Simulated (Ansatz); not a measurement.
Density of states of Cs$_{2}$S (P6_3/mmc) above the conduction band minimum, PBEsol, rigid bands in Ansatz (an electronic-structure program); cell volume 216.9 Å³.

```csv
energy from edge (eV),10⁻³ states/eV/cell
0.006,28.0
0.031,64.0
0.056,91.7
0.081,115
0.106,140
0.131,165
0.156,191
0.181,218
0.206,247
0.231,280
0.256,316
0.281,578
0.319,1690
0.344,1770
0.369,1870
0.394,2000
0.419,2210
0.444,2780
0.469,2930
0.494,2210
0.519,1960
0.544,1810
0.569,1690
0.594,1750
```

Task: What effective density of states at 300 K does this give (∫ g(E) exp(−E/k_BT) dE, both spins, divided by the cell's size)?

Result: 6.5e18 cm⁻³, a density-of-states mass of 0.41 mₑ, valleys and band degeneracy included.

Spin-orbit coupling is left out. Geometry: cell and atoms relaxed with PBEsol.

Computed structure with no diffraction record at hand here (it may be known, metastable or hypothetical): Cs2S (P6_3/mmc).
